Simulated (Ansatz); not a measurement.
**Pressure series in hypothetical rock salt MoP**

Consider MoP in the rock salt structure (space group Fm-3m, No. 225; a = 4.901 Å; a hypothetical phase, not in the database extracts checked).

Cell and atoms are relaxed at each pressure.

All numbers come from PBEsol (Ansatz, a program for electronic structure), no SOC.

```
P (GPa)  V (Å³/atom)
-------  -----------
-2.00         14.861
-1.00         14.786
1.79          14.589
4.19          14.430
9.00          14.137
17.99         13.661
29.99         13.133
44.99         12.591
59.99         12.141
```

Task: Fit a third-order Birch–Murnaghan equation of state.

Result: Least squares on P(V) = (3B₀/2)[(V₀/V)^(7/3) − (V₀/V)^(5/3)]·[1 + (3/4)(B₀′ − 4)((V₀/V)^(2/3) − 1)] gives V₀ = 14.71 Å³/atom, B₀ = 207 GPa and B₀′ = 4.2.

Load acts through the strain it causes; cell and atoms are relaxed under it. Whether these cells are dynamically stable was not tested. Competing high-pressure phases were not computed. The final runs are not spin-polarised. An odd electron count without spin: MoP. MoP has a high density of states at the Fermi level and may be magnetic at this level.
